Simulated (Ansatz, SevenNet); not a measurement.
For antifluorite K2S, the machine-learned potential SevenNet-0 (trained on PBE and PBE+U data) gives:

```
Item                          Value
-------------------------  --------
elastic constant C11       33.3 GPa
elastic constant C44        6.5 GPa
polycrystal shear modulus   7.9 GPa
```

Task: What does B3LYP (VWN-RPA form) (plane waves, PAW; Ansatz, an electronic-structure program) give for the same quantities?

Result: 
- elastic constant C11: 34.8 GPa (rises by 4.5 %)
- elastic constant C44: 8.9 GPa (rises by 37 %)
- Voigt–Reuss–Hill shear modulus: 10.1 GPa (grows by 28 %)

Changes are worked out from the printed values.

Unless a cell is named, each level is at its own relaxed cell (SevenNet-0 34.62, B3LYP (VWN-RPA form) 35.15 Å³/atom).

Ansatz's density-functional and Hartree–Fock values are scalar-relativistic unless marked +SOC, with PAW data made under PBE.
